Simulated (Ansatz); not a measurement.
An Ansatz (a program for electronic structure) input (r2SCAN in Ansatz (plane waves to 500 eV, PAW, without spin-orbit coupling)):

Ansatz 0.2 input:
```yaml
crystal:
  lattice:
    - [3.809176056, 0, 0]
    - [1.904588028, 3.2988432319, 0]
    - [0, 0, 19.6652688388]
  atoms:
    - { symbol: Si, position: [0.6666666667, 0.1666666667, 0.3813830394] }
    - { symbol: Ni, position: [0.3333333333, -0.1666666667, 0.4209220263] }
    - { symbol: Si, position: [1, 0.5, 0.4604610131] }
    - { symbol: Si, position: [1.3333333333, -0.1666666667, 0.5395389869] }
    - { symbol: Ni, position: [1, -0.5, 0.5790779737] }
    - { symbol: Si, position: [1.6666666667, 0.1666666667, 0.6186169606] }
basis: { ecutwfc: 500, ecutrho_ratio: 4, xc_grid: 4, fft_grid_basis: typed }
kpoints: { mp_grid: { grid: [14, 14, 1] } }
hamiltonian:
  xc: r2scan
  dispersion: none
  pseudopotentials: { kind: paw }
scf: { occupations: { method: fermi_dirac, width: 0.05 }, convergence: { dr2_threshold: 0.0000000006 } }
relax: { f_tol: 0.01, max_steps: 50 }
output: { forces: true, stress: true }
checkpoint: { write: state.ck, write_every: 1000 }
```

Task: Which symmetry and how many k-points will the program report, and about how many plane waves at Γ?

Result: Space group P-3m1 (ITA 164) with 12 operations, k-points 24 of 196, and 6209 plane waves at Γ.

Whether these cells are dynamically stable was not tested. All final runs are without spin polarisation. The cell was made from NiSi₂ (space group Fm-3m, No. 225; non-magnetic) by this change: a free-standing slab of 2 layers (6 atoms, 3 a layer) is cut normal to [111], with 15 Å of vacuum and the in-plane cell held at bulk.
